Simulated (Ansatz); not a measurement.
**CaTiO₃ (I4/mcm, No. 140, 10 atoms in the cell; start mp-3442; high-temperature phase)**

Calculation: PBEsol in Ansatz (plane waves, PAW).

Numerical settings: plane-wave cutoff 500 eV, 10×10×10 k mesh, gaussian smearing 0.02 eV, no spin polarisation, scalar-relativistic PAW data made under PBE.

Cell (relaxed at this level):

CaTiO3 is taken in the tetragonal space group I4/mcm (No. 140), Pearson symbol tI20. Conventional cell: a = 5.3389 Å, b = 5.3389 Å, c = 7.7552 Å, α = 90.00°, β = 90.00°, γ = 90.00°. Ca on 4b sees 4 O at 2.409 Å and 4 O at 2.669 Å and 4 O at 3.043 Å. Ti on 4c sees 6 O at 1.939–1.942 Å (octahedral). O1 on 8h is coordinated by 2 Ti at 1.942 Å and 2 Ca at 2.409 Å and 2 Ca at 3.043 Å. O2 on 4a sees 2 Ti at 1.939 Å and 4 Ca at 2.669 Å (octahedral). (Neighbours: up to the widest gap in distance over summed covalent radii, below 1.35, at either atom; cation-cation and far metal-metal contacts left out.)
(The calculation used a cell of 10 atoms; values per cell refer to that cell.)

```yaml
band_gap: 2.38 eV (on the SCF k mesh)
```

Note: the relaxation could not lower the start's symmetry, so the cell can be a saddle point above a distorted one.

A start named mp-… is a Materials Project structure, which need not be a measured phase.

Ansatz is a quantum-chemistry and plane-wave program.
